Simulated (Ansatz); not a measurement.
The parent structure is CdSe in the zinc blende structure (space group F-43m, No. 216; a = 6.0075 Å).

Method: Kohn–Sham DFT with the LDA functional, run in Ansatz (a quantum-chemistry and plane-wave program) with PAW and 420 eV plane waves, without spin-orbit coupling.

For the base:

```
Item                           Value
-------------------  ---------------
Lattice parameter a          6.007 Å
Electron mass        0.041 mₑ (at Γ)
```

One thing is altered: hydrostatic tension (pressure −2 GPa).

Estimate the effect on the lattice parameter a.

The lattice parameter a grows by 0.0765 Å, from 6.007 Å to 6.084 Å.

How does this affect the electron mass?

The electron mass becomes 0.035 mₑ (at Γ) (base: 0.041 mₑ (at Γ)).

What happens to the mean gap deformation potential ΔEg/Δln V?

The mean gap deformation potential ΔEg/Δln V comes out as -2.0 eV.

Load acts through the strain it causes; cell and atoms are relaxed under it. Masses are band curvatures over ±0.01 Å⁻¹ around the edge. No phonon test of stability was made.
